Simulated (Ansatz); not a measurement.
# Worked example: self-consistent single point of the (110) slab of Sb (cut from a parent of space group no. 229; 4 atoms in the cell) in Ansatz

Method: LDA (PW92), default PAW files made with PBE (plane waves; Ansatz, a quantum-chemistry and plane-wave program).

Input:

Ansatz 0.2 input:
```yaml
crystal:
  lattice:
    - [3.22504900, 0.00000000, 0.00000000]
    - [-4.30006600, 3.04060600, 0.00000000]
    - [0.00000000, 0.00000000, 21.89978300]
  atoms:
    - { symbol: Sb, position_ang: [-1.07501650, 0.76015150, 7.00000284] }
    - { symbol: Sb, position_ang: [-3.22504950, 2.28045450, 9.63329845] }
    - { symbol: Sb, position_ang: [2.15003250, 0.76015150, 12.26648455] }
    - { symbol: Sb, position_ang: [-0.00000050, 2.28045450, 14.89978016] }
basis:
  ecutwfc: 420.0 eV
kpoints:
  mp_grid: { grid: [10, 10, 1] }
hamiltonian:
  xc: lda
  pseudopotentials: { kind: paw }
scf:
  occupations: { method: gaussian, width: 0.1 eV }
output:
  forces: true
  eigenvalues: true
  stress: true
```

Output (repeated stretches shortened):

```
WARN ansatz: RAYON_NUM_THREADS=1 ignored (pool sized by the plan → 1); use --threads N
Pseudopotentials: kind: paw
Pseudopotential: Sb, paw, valence charge 15
Crystal: 4 atoms, lattice volume = 214.752 Å³
Basis set: ecut = 420 eV, 4239 PW (Γ)
Bands: 36, of which v1, the nominal top of the filled ones, is band 30 counted from 1 (29 counted from 0)
Symmetry: 8 space group operations
Space group: Cmme (ITA 67), of the structure as read, at distance tolerance 6.0e-5 Å
k-points: 31 of 100
PAW frozen core: Sb, regenerated for the run's functional, and the local potential with it
Initial density: superposition of atomic densities (neutral atoms: chi_scale 0, normalization atom), corrected by the library's trained network
Initial wavefunctions: pseudopotential atomic-orbital guess
Eigensolver: davidson
Functional: x = slater, c = lda
SCF iter   1: F=—  HF=-25341.852495 eV  |F-HF|=—  |Δ(HF+E_count)|=         —  Δρ=4.78e-3  dr2=5.82e-2  ethr=1.77e-3  ⟨swp⟩=10.3  Hψ=5441  notcnv=0
all-band conjugate gradients solve this SCF's bands
preconditioner: auto → LDOS
SCF iter   2: F=—  HF=-25341.840101 eV  |F-HF|=—  |Δ(HF+E_count)|=   1.24e-2  Δρ=1.31e-3  dr2=3.66e-3  ethr=9.71e-5  ⟨swp⟩=2.7  Hψ=2356  notcnv=0  defer=20
SCF iter   3: F=—  HF=-25341.838858 eV  |F-HF|=—  |Δ(HF+E_count)|=   1.24e-3  Δρ=7.06e-4  dr2=2.11e-3  ethr=6.10e-6  ⟨swp⟩=2.0  Hψ=2015  notcnv=0  defer=20
SCF iter   4: F=—  HF=-25341.838405 eV  |F-HF|=—  |Δ(HF+E_count)|=   4.53e-4  Δρ=2.57e-4  dr2=1.33e-4  ethr=3.51e-6  ⟨swp⟩=2.0  Hψ=1646  notcnv=0  defer=20
SCF iter   5: F=—  HF=-25341.838357 eV  |F-HF|=—  |Δ(HF+E_count)|=   4.82e-5  Δρ=5.33e-5  dr2=2.33e-5  ethr=2.22e-7  ⟨swp⟩=2.0  Hψ=1965  notcnv=0  defer=20
SCF iter   6: F=—  HF=-25341.838363 eV  |F-HF|=—  |Δ(HF+E_count)|=   5.95e-6  Δρ=1.35e-5  dr2=9.01e-7  ethr=3.89e-8  ⟨swp⟩=2.6  Hψ=1621  notcnv=0  defer=19
SCF iter   7: F=—  HF=-25341.838363 eV  |F-HF|=—  |Δ(HF+E_count)|=   2.21e-7  Δρ=6.26e-6  dr2=1.48e-7  ethr=1.67e-10  ⟨swp⟩=10.8  Hψ=5696  notcnv=0
SCF iter   8: F=-25341.838363 eV  HF=-25341.838363 eV  |F-HF|=1.60e-9  |Δ(HF+E_count)|=   2.66e-8  Δρ=1.01e-6  dr2=1.47e-9  ethr=1.67e-10  ⟨swp⟩=5.1  Hψ=3700  notcnv=0
SCF 1 converged in 8 iterations: F = -25341.838363 eV  dr2 = 1.47e-9
SCF converged after 8 iterations
Free energy (F): -25341.838363 eV
Harris-Foulkes:  -25341.838363 eV  (|F-HF|=1.60e-9)
Internal energy: -25341.823759 eV  (E = F + TS)
E sigma→0 (E₀):  -25341.831061 eV
Entropy (-TS):   -0.014604 eV (-3.651 meV/atom)
Fermi energy:    3.342302 eV
--- Per-component energies (eV) ---
  E_band       = -1061.173460
  E_kinetic    = 831.742689
  E_local      = -39691.637309  (includes V_loc(G=0)·N_el)
  E_nonlocal   = 1462.779949
  E_hartree    = 19350.191766
  E_xc         = -551.458960
  E_vxc        = -389.176526  (∫ρ·V_xc dr)
  E_paw        = -17703.100185  (= ΣΔE_a)
  E_vpaw       = -1975.264080  (= ΣTr[D̂ρ^β])
  E_aug_tail   = -0.000008  (compensation charges beyond the density's cutoff)
  E_ewald      = 10957.423005
  E_core_change = 2.235294  (= ΣΔE_core)
  E_smearing   = -0.014604  (= −TS)
  E_closure    = 0.000000  (closes the sum)
  Σ components = -25341.838363   (vs F -25341.838363, Δ=0.00e0)
--- Forces (eV/Å), atoms counted from 1 ---
  atom   1  Sb     0.00000000     0.00000000     0.39696322
  atom   2  Sb     0.00000000     0.00000000    -0.54061830
  atom   3  Sb     0.00000000     0.00000000     0.54061830
  atom   4  Sb     0.00000000     0.00000000    -0.39696322
  max |Σ_I F_I| component: 5.55e-17 eV/Å
--- Stress (GPa, compression-positive) ---
       -1.613273      -0.211429       0.000000
       -0.211429      -1.762776       0.000000
        0.000000       0.000000      -1.278090
  P = ⅓ Tr σ = -1.5514 GPa (-15.514 kbar)
  The stress holds the Pulay correction. Without it, at fixed plane waves, as pw.x and ABINIT print it: P = -1.5715 GPa
--- Band table (eV; the first three rows and the last of 31) ---
  k-point 0: bands = ["-25.8017", "-25.7895", "-25.7743", "-25.7672", "-25.7617", "-25.7117", "-25.7107", "-25.7037", "-25.7009", "-25.6948", "-25.6117", "-25.6117", "-25.5536", "-25.5535", "-25.5262", "-25.5262", "-25.5085", "-25.5067", "-25.4963", [...]
  k-point 1: bands = ["-25.7961", "-25.7857", "-25.7702", "-25.7698", "-25.7556", "-25.7123", "-25.7107", "-25.7055", "-25.7027", "-25.6964", "-25.6062", "-25.6062", "-25.5493", "-25.5492", "-25.5263", "-25.5263", "-25.5102", "-25.5089", "-25.4980", [...]
  k-point 2: bands = ["-25.7888", "-25.7857", "-25.7691", "-25.7524", "-25.7424", "-25.7138", "-25.7100", "-25.7097", "-25.7054", "-25.6982", "-25.5967", "-25.5966", "-25.5339", "-25.5335", "-25.5260", "-25.5260", "-25.5164", "-25.5161", "-25.5007", [...]
  k-point 30: bands = ["-25.7838", "-25.7790", "-25.7671", "-25.7582", "-25.7273", "-25.7124", "-25.7114", "-25.6805", "-25.6559", "-25.6497", "-25.5745", "-25.5744", "-25.5366", "-25.5362", "-25.5256", "-25.5233", "-25.4830", "-25.4827", [...]
```

The run converged in 8 iterations.

The starting cell comes from a database of computed structures (which also holds hypothetical and non-ambient phases and stackings), without a prior relaxation at this level. The slab is cut from that crystal, and its faces are unrelaxed. Its lattice was rescaled by up to half a per cent. Spin-orbit coupling is off.
